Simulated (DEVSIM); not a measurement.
Structure: illuminated Si p-on-n cell, one wavelength, at 300 K.

```csv
layer (left to right),material,thickness (μm),Nd (cm⁻³),Na (cm⁻³),τn (s),τp (s),absorption coefficient (cm⁻¹)
1,Si,0.270,-,5.8e18,1.6e-5,4.2e-6,2100
2,Si,150,9.4e16,-,0.00013,0.00013,2100
```

Left contact: ohmic, minority electron recombination velocity 200 cm/s. Right contact: ohmic, minority hole recombination velocity 2000 cm/s. Voltage is applied to the left contact. Recombination: SRH at mid-gap, radiative, Auger. Gap narrowing is on: ΔEg = 6.92 meV × (l + √(l² + 0.5)), l = ln(N/1.3e17 cm⁻³), shared equally by both band edges. Light enters at the left, 2.4e18 photons cm⁻² s⁻¹, one pass, no reflection. Mobility is μmin + (μ − μmin)/(1 + (N/Nref)^α).

The device is made up for the run: typed textbook-type constants, with dimensions and the other settings drawn at random. Values at 300 K.

| parameter | Si |
|---|---|
| gap (eV) | 1.124 |
| affinity (eV) | 4.05 |
| permittivity | 11.7 |
| Nc (cm⁻³) | 2.86e19 |
| Nv (cm⁻³) | 3.1e19 |
| μn (cm²/Vs) | 1417 |
| μp (cm²/Vs) | 470 |
| μn,min | 52 |
| μp,min | 45 |
| Nref,n | 9.7e16 |
| Nref,p | 2.2e17 |
| αn | 0.68 |
| αp | 0.72 |
| B (cm³/s) | 4.7e-15 |
| Cn (cm⁶/s) | 2.8e-31 |
| Cp (cm⁶/s) | 9.9e-32 |

Model (solved in DEVSIM): 1D drift-diffusion, Boltzmann statistics, complete ionisation; no tunnelling, impact ionisation, image-force lowering or self-heating.

### Question
Give the current under light (generator sign).

### Answer

```tsv
V (V)	J (mA/cm²)
0.00	375
0.12	375
0.24	375
0.36	375
0.48	374
0.60	373
0.62	371
0.64	368
0.66	360
0.68	343
0.70	306
0.72	227
0.74	57.5
0.76	-297
```
